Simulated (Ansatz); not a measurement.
**Ru, response to strain**

Consider Ru in the hcp (Mg type) structure (space group P6_3/mmc, No. 194; relaxed with 0.1 eV smearing).

```
CELL_PARAMETERS angstrom
      2.70429     0.00000     0.00000
     -1.35214     2.34198     0.00000
      0.00000     0.00000     4.26291
ATOMIC_POSITIONS crystal
  Ru 0.66667 0.33333 0.75000
  Ru 0.33333 0.66667 0.25000
```

Cartesian axes are those of the cell as printed.

Strains are applied to the cell and any free atomic positions relax.

Method: r2SCAN/PAW in Ansatz (a program for electronic structure), scalar-relativistic without spin-orbit coupling.

Notes on the quantities. pressure: mean of the normal stresses, compression positive; energy relative to the base: free energy F.

| case | pressure | energy relative to the base | volume per atom |
|---|---|---|---|
| base | 0.0 GPa | 0 meV/atom | 13.50 Å³ |
| uniaxial strain ε_xx = −3.00 % | 11.1 GPa | +25 meV/atom | 13.09 Å³ |
| uniaxial strain ε_xx = −2.50 % | [?] | +17 meV/atom | 13.16 Å³ |
| uniaxial strain ε_xx = −2.00 % | 7.1 GPa | +11 meV/atom | 13.23 Å³ |
| uniaxial strain ε_xx = −1.50 % | 5.2 GPa | [?] | 13.30 Å³ |
| uniaxial strain ε_xx = −1.00 % | 3.4 GPa | +2.6 meV/atom | 13.36 Å³ |
| uniaxial strain ε_xx = −0.50 % | 1.7 GPa | +0.6 meV/atom | 13.43 Å³ |

Fill in the withheld entries from the trend.


- uniaxial strain ε_xx = −2.50 %, pressure: 9.1 GPa
- uniaxial strain ε_xx = −1.50 %, energy relative to the base: +6.0 meV/atom

Whether these cells are dynamically stable was not tested. All final runs are without spin polarisation.
